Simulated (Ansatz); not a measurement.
Reference: Si (Fd-3m), LDA, finite-displacement electron-phonon coupling, linearised Boltzmann equation (plane waves, PAW, scalar-relativistic; Ansatz, a program for electronic structure); axes and stresses refer to this cell.

```
CELL_PARAMETERS angstrom
      0.00000     2.70099     2.70099
      2.70099     0.00000     2.70099
      2.70099     2.70099     0.00000
ATOMIC_POSITIONS crystal
  Si 0.00000 0.00000 0.00000
  Si 0.25000 0.25000 0.25000
```

The electron mobility at 300 K along x is 1520 cm²/(V·s).

### Question
After one change the values are electron mobility at 300 K along x 1740 cm²/(V·s). What was changed between the two runs?
A) hydrostatic pressure -5 GPa
B) hydrostatic pressure -3 GPa
C) hydrostatic pressure 9 GPa
D) hydrostatic pressure 2 GPa

### Answer
C, hydrostatic pressure 9 GPa

Dilute carriers scattered by harmonic phonons alone; a coarser fine mesh moves the values by up to 2 %. Spin-orbit coupling is left out unless a row names it. Stresses and pressures are the targets of the relaxation.  The structure type is held under load, also where the real crystal would transform.
